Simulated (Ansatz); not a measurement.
Consider Mo-vacancy pair (Mo on one host Ru site, one Ru site vacant) in hcp Ru, neutral cell. Method: PBE, PAW (plane waves to 420 eV; Ansatz, a quantum-chemistry and plane-wave program).

Settings: 36 host sites, the relaxed PBE lattice, a 2×2×2 k-point mesh shifted by half a step along c, smearing 0.10 eV, spin-restricted, no image-charge correction. No zero-point or tunnelling terms. Forms of the defect that were not tried may lie lower.

Barriers: single points on a 4×4×4 k-point mesh shifted by half a step along c at the bands' geometries (they differ from the bands' own by up to 0.25 eV, and are uncertain by about as much).

Relaxed starting cell (atoms counted from 1):

```
MoRu34
1.0
    8.16420     0.00000     0.00000
   -4.08210     7.07041     0.00000
    0.00000     0.00000     8.58609
Mo Ru
1 34
Direct
  0.10534   0.21981   0.13419
  0.10845   0.22132   0.62768
  0.10936   0.55575   0.12619
  0.10949   0.55486   0.62734
  0.10933   0.88780   0.12618
  0.10948   0.88882   0.62733
  0.44510   0.22404   0.12690
  0.44610   0.22487   0.62838
  0.44509   0.55530   0.12691
  0.44609   0.55546   0.62837
  0.44575   0.89002   0.12575
  0.44537   0.88981   0.62772
  0.77906   0.22145   0.12782
  0.77968   0.22133   0.62467
  0.77605   0.55514   0.12677
  0.77671   0.55545   0.62785
  0.77908   0.89185   0.12777
  0.77963   0.89253   0.62463
  0.22506   0.11044   0.37909
  0.22099   0.11178   0.87743
  0.22507   0.44889   0.37909
  0.22099   0.44345   0.87744
  0.22262   0.77844   0.37653
  0.22214   0.77818   0.87667
  0.55343   0.11049   0.37717
  0.55627   0.11140   0.87648
  0.55481   0.44450   0.37739
  0.55503   0.44461   0.87806
  0.55346   0.77717   0.37715
  0.55626   0.77906   0.87647
  0.88778   0.11099   0.87382
  0.88955   0.44682   0.37716
  0.88828   0.44321   0.87809
  0.88956   0.77697   0.37715
  0.88829   0.77926   0.87808
```

End state 1 differs by these moves (Å; atoms that move under 0.08 Å are left out):

| atom | element | Δx | Δy | Δz |
|---|---|---|---|---|
| 1 | Mo | -1.29 | -0.75 | 2.02 |

**Question.** Predict the forward and backward barriers to end state 1 from PBE, PAW.

**Answer.** forward 1.64 eV, backward 1.64 eV; at the saddle point atom 1 has neighbours 4 Ru at 2.48, 4 Ru at 3.02 Å. The program found a first-order saddle point.
